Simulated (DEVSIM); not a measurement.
Structure: Schottky contact on p-type In0.53Ga0.47As, at 300 K.

Layer 1 from the left is In0.53Ga0.47As, thickness (μm) 9.00, Na (cm⁻³) 1e15, τn (s) 6.3e-9, τp (s) 6.3e-9. Layer 2 from the left is In0.53Ga0.47As, thickness (μm) 2.40, Na (cm⁻³) 2.2e16, τn (s) 6.3e-9, τp (s) 6.3e-9.

Left contact: Schottky, work function 4.8 eV, emission velocity 7.4e6 cm/s. Right contact: ohmic. Voltage is applied to the left contact. Recombination: SRH at mid-gap. Mobility is constant in doping.

This is a model device: material constants are rounded textbook-type values typed into the input, and sizes, dopings and lifetimes were drawn at random. Values at 300 K.

In0.53Ga0.47As: gap (eV) 0.74, affinity (eV) 4.51, permittivity 13.9, Nc (cm⁻³) 2.1e17, Nv (cm⁻³) 7.7e18, μn (cm²/Vs) 12000, μp (cm²/Vs) 300.

DEVSIM, 1D drift-diffusion, Boltzmann statistics, complete ionisation; no tunnelling, impact ionisation, image-force lowering or self-heating. Metal contacts follow the ideal Schottky-Mott rule: no Fermi-level pinning, no interface dipoles.

What does the simulation give for the potential step across the device at zero bias, the dark forward voltage at 1 A/cm²?

potential step across the device at zero bias 0.299 V; dark forward voltage at 1 A/cm² 0.104 V.
